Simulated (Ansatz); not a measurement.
## Si on a Mg site (surface) in a 3x3 cell of the 1x1 (100) surface of rock-salt MgO (cut with top plane Mg + O)

Host crystal: rock-salt MgO, with a band gap (PBE, scalar-relativistic without spin-orbit coupling).

The numbers are results of PBE (plane waves to 420 eV, PAW; Ansatz, a first-principles code), not measurements.

Set-up: 72 atoms, 6.4 Å thick at the start (thin: gaps and levels are the slab's own); mesh 2x2x1; 0.01 eV smearing; dipole correction on; 18 atoms held, the rest relaxed; held to the start's symmetry, so lower structures may exist; no spin, no spin-orbit, no U.

- formation energy against hcp Mg, silicon = 3.62 eV
- gap of the slab on its k-mesh = 1.12 eV
- highest filled level below the top vacuum level = 3.29 eV
- change of the step from the bottom to the top vacuum level, against the clean slab = 0.61 eV
- energy released by relaxation = 0.52 eV
- largest move of a host atom = 0.32 Å
